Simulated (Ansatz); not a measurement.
## ZnGeP2 under a change: uniaxial strain ε_xx = −3.00 %

Consider ZnGeP2 in the chalcopyrite structure (space group I-42d, No. 122; a = 5.374 Å, c = 10.625 Å). Axes: x, y, z lie along a, b, c of the conventional cell.

Modification: uniaxial strain ε_xx = −3.00 %, all other strain components held at zero; the atoms relax in the strained cell.

Level of theory: Ansatz (a quantum-chemistry and plane-wave program), LDA, PAW, cutoff 420 eV, without spin-orbit coupling. Γ-centred 9×9×9 mesh, Fermi–Dirac width 0.05 eV.

| quantity | base | changed | shift |
|---|---|---|---|
| volume per atom | 19.18 Å³ | 18.60 Å³ | -0.58 Å³ |
| space group | I-42d (No. 122) | I2_12_12_1 (No. 24) | – |
| shortest interatomic distance | 231.7 pm | 229.3 pm | -2.4 pm |
| energy relative to the base (free energy F) | 0 meV/atom | +7.7 meV/atom | +7.7 meV/atom |
| pressure (mean of the normal stresses, compression positive) | -0.01 GPa | 2.87 GPa | +2.88 GPa |
| band gap | 1.00 eV | 0.77 eV | -0.235 eV |
| gap character | – | indirect, Γ → X–F₂ (33 % along) | – |
| smallest direct gap | 1.18 eV | 1.13 eV | -0.05 eV |
| electron mass | – | 0.80 mₑ along x, 0.25 mₑ across (off the special points) | – |
| valence-band top at Γ (three highest levels, from the VBM) | 0.00, -0.07, -0.07 eV | 0.00, -0.11, -0.19 eV | – |
| largest internal atomic displacement | – | 0.013 Å | – |
| stress (xx, yy, zz, yz, xz, xy; compression positive) | – | (4.33, 2.14, 2.15, 0.00, 0.00, 0.00) GPa | – |

Masses are band curvatures over ±0.01 Å⁻¹ around the edge. Whether these cells are dynamically stable was not tested. Labels are those of the standard path for the cell's own space group.
